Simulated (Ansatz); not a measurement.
## Effect of Pt on a Ge site (antisite), symmetric start on PtGe

The parent structure is a 16-atom supercell of PtGe (space group Pnma, No. 62; a = 5.819 Å, b = 3.757 Å, c = 6.175 Å) at its relaxed geometry.

It is then changed as follows: a neutral Pt on a Ge site (antisite), symmetric start, atoms relaxed at fixed cell.

Level of theory: PBE, PAW, 420 eV (Ansatz, an electronic-structure program; no spin-orbit coupling). Settings: 6×6×6 k-points, 0.05 eV Fermi–Dirac smearing.

```json
[
 {"quantity": "energy gained by relaxation", "base": "–", "changed": "0.66 eV", "shift": "–"},
 {"quantity": "largest displacement of a host atom from its site in the perfect cell", "base": "–", "changed": "0.25 Å", "shift": "–"},
 {"quantity": "mean distance from the defect site to its nearest host atoms", "base": "251 pm", "changed": "268 pm", "shift": "+17 pm"}
]
```

Final structure:

```xyz
16
Lattice="5.8187 -3.7571 0.0000 5.8187 3.7571 0.0000 0.0000 -3.7571 6.1752" Properties=species:S:1:pos:R:3 pbc="T T T"
Pt     5.8689     0.9393     1.2592
Pt     5.6404    -2.8178     1.0790
Pt     8.9187    -2.8178     1.7687
Pt     2.8444    -2.8178     1.8516
Pt     5.7506    -0.8669     5.0620
Pt     5.7506    -4.7687     5.0620
Pt     8.7346    -0.8405     4.2769
Pt     2.9159    -1.0380     4.2769
Pt     6.9058    -2.8178     3.5394
Ge     1.0816    -2.8178     3.6677
Ge     9.6263    -2.8178     5.5589
Ge     4.1244    -2.8178     5.6132
Ge    10.6708    -0.8473     2.6263
Ge     4.8521    -1.0312     2.6263
Ge     7.6164    -1.0213     0.5666
Ge     1.7977    -0.8572     0.5666
```

The cell is small, so the values are those of an ordered compound at a high defect concentration; dilute-limit values will differ. The defect started on the symmetric site and kept its symmetry, so it may sit on a saddle. The final runs are not spin-polarised. The defect cell is not spin-polarised.
